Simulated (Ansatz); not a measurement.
The starting structures come from a database of crystals and need not be the phases stable at ambient conditions.

Inside the gap of an insulator the Bloch states are evanescent, with a wavenumber k + iκ along the transport direction.

Here is the system:

```yaml
crystal:
  lattice:
    - [7.11711, 0.00000, 0.00000]
    - [-0.63770, 7.41749, 0.00000]
    - [0.00000, 1.23507, 4.09839]
  atoms:
    - { symbol: K, position: [0.37210, 0.73652, 0.63174] }
    - { symbol: K, position: [0.62790, 0.26348, 0.36826] }
    - { symbol: Sb, position: [0.12894, 0.37242, 0.31379] }
    - { symbol: Sb, position: [0.87106, 0.62758, 0.68621] }
    - { symbol: Sb, position: [0.81864, 0.89140, 0.05430] }
    - { symbol: Sb, position: [0.18136, 0.10860, 0.94570] }
```

Space group of this cell: C2/m. The cell is taken as given.

Transport runs along the normal of the first two printed cell vectors.

The gap is the functional's own, uncorrected, and κ follows it; spin-orbit coupling is left out. Mid-gap values are interpolated between the computed energies.

Task: Compute, with r2SCAN run with Ansatz (a first-principles code), the band gap and the smallest decay constant κ at mid-gap.

Result: Gap 0.50 eV on a 4×8×8 mesh; κ = 0.068 1/Å, at (0.000, 0.500) of the in-plane reciprocal vectors. At the zone centre, at the nearest computed energy, the slowest state has κ = 0.11 1/Å.
